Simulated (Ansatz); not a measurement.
# A computed series for ZrS2: pressure series

Consider ZrS₂ in the CdI2 type structure (space group P-3m1, No. 164; a = 3.674 Å, c = 5.860 Å; layered, stacked along the Cartesian z axis).

Cell and atoms are relaxed at each pressure.

Computed with Ansatz (an electronic-structure program), r2SCAN+rVV10, PAW, cutoff 500 eV, without spin-orbit coupling.

| pressure (GPa) | volume per atom (Å³/atom) |
|---|---|
| -1 | 23.911 |
| 0 | 22.839 |
| 0.3 | 22.619 |
| 1.5 | 21.922 |
| 3 | 21.273 |
| 5 | 20.599 |
| 7.5 | ? |
| 10 | 19.377 |

Fit the third-order Birch–Murnaghan form P(V) = (3B₀/2)[(V₀/V)^(7/3) − (V₀/V)^(5/3)]·[1 + (3/4)(B₀′ − 4)((V₀/V)^(2/3) − 1)] (squares taken in P) to the rows shown and predict the withheld row.

Least squares on the printed values gives V₀ = 22.876 Å³/atom, B₀ = 29.6 GPa, B₀′ = 9.3; this predicts 19.914 Å³/atom, and the run gives 19.927 Å³/atom, 0.013 higher.

Load acts through the strain it causes; cell and atoms are relaxed under it. No phonon test of stability was made. No other phases were tried under pressure.
